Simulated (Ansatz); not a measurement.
Base system: TiAl (space group P4/mmm, No. 123; a = 2.824 Å, c = 4.075 Å; relaxed with 0.1 eV smearing). Axes: x, y, z lie along a, b, c of the conventional cell.

(Cell as relaxed with PBE.)

Levels (all Ansatz, an electronic-structure program, PAW, earlier PAW set): PBE (420 eV, no SOC); PBEsol (420 eV, scalar-relativistic without spin-orbit coupling).

Each level relaxes its own structure.

```
base                      PBE    PBEsol
-------------------  --------  --------
volume per atom      16.25 Å³  15.78 Å³
lattice parameter a   2.824 Å   2.796 Å
band gap                 zero      zero
```

The change: uniaxial stress, 3 GPa compression along z, with the cell and atoms free to relax against it.

```csv
quantity,PBE,PBEsol
"strain response (xx, yy, zz)","(+1.07, +1.07, −3.00) %",___
energy relative to the base (free energy F),+4.9 meV/atom,___
shortest interatomic distance,2.825 Å,___
```

Q: What does PBEsol give?

A: 
- strain response (xx, yy, zz), PBEsol: (+1.14, +1.14, −3.08) %
- energy relative to the base (free energy F), PBEsol: +4.9 meV/atom
- shortest interatomic distance, PBEsol: 2.798 Å

PBE's shortest interatomic distance lies 0.027 Å above PBEsol's (1.0 %); the two agree on the energy relative to the base. Neither level is exact; PBEsol is the comparison here, not a measurement.

Stability under load was not tested beyond the relaxation. All final runs are without spin polarisation.
